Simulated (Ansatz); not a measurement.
Na3Sb: energy against strain

Na3Sb (P6_3/mmc, 28.878 Å³/atom and stress up to 0.01 GPa in the relaxed cell, c along z) under a strain ε along c (axis z), the other axes held. PBEsol in Ansatz, a plane-wave DFT program (PAW, default set), 420 eV, 10×10×5 Γ-centred mesh, Fermi-Dirac smearing 0.05 eV; ions are relaxed, or left where forces stay under 0.02 eV/Å, within the symmetry of each cell.

Here s stands for strain and y for E less E0.

| strain (%) | E less E0 (meV/atom) |
|---|---|
| -3.00 | ? |
| -1.50 | 1.01 |
| -0.75 | 0.25 |
| 0.00 | 0.00 |
| 0.75 | 0.24 |
| 1.50 | 0.95 |

**Question.** Fit y against s with a parabola, and predict the withheld value at s = -3.00.

**Answer.** Least squares gives y = 0.000 - 0.0173·s + 0.4356·s². Residuals (row less fit): 0.004, -0.008, 0.000, 0.008, -0.004; standard error 0.009 (degrees of freedom: 2). Twice the quadratic coefficient over the volume, 2 × 0.4356 meV × 10⁴ × 0.1602 / 28.878 Å³, is the elastic constant C33 = 48.3 ± 0.5 GPa (± standard error of the fit, which holds the terms cut off). At the withheld row, y = 0.000 - 0.0173 × (-3.00) + 0.4356 × (-3.00)² = 3.972 meV/atom. The calculation gives 4.24 meV/atom, 0.268 meV/atom above the prediction (6.3 % of the range of y in the table). The row lies outside the fitted rows, so this is an extrapolation. From the scatter of the fitted rows alone, a prediction at this place has a standard error of 0.037 meV/atom, so the miss is 7.2 times that.

A polynomial of degree 3 through the 8 other runs of the series gives 4.24 there, so most of the miss is curvature that the fit leaves out. The start is a measured cell from the literature; how it stands against other phases or cation orders wasn't checked. Spin-orbit coupling is left out, which can shift these values for the heavy elements here. Rows are the converged runs of the series near zero and its far end; series whose fitted rows scatter by over a few per cent of the range, as at a crossing or softening among them, aren't shown in this form, nor equations of state whose B0' disagrees with the runs' pressures. Most that stay on the fit to the last digits aren't either.
